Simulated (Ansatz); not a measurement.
Si (diamond structure), Σ5 (001) twist. One B atom replaces one Si atom in a bicrystal of 70 atoms (one solute to 75 Å² of one boundary, a high coverage); atoms relaxed, cell held. Energies count from the site farthest from both boundaries, which lies only 4.7 Å away; negative means that the solute is drawn to the site. The cell is neutral, and spin is allowed where the electrons are odd. k-points: Γ-centred 3×3×1 mesh; occupations: Fermi-Dirac, 0.050 eV; spin-polarised, moments started parallel. Spin-orbit coupling is left out.

Sites tried, by distance from the nearest boundary plane (Å): 0.02, 0.40, 0.77, 1.49.

Does B segregate by Ansatz (a program for electronic structure) with PBE, and with what energy at each site?

0.02 Å: 0.32 eV; 0.40 Å: 0.61 eV; 0.77 Å: 0.07 eV; 1.49 Å: 0.30 eV. No site tried binds it by more than 0.05 eV.
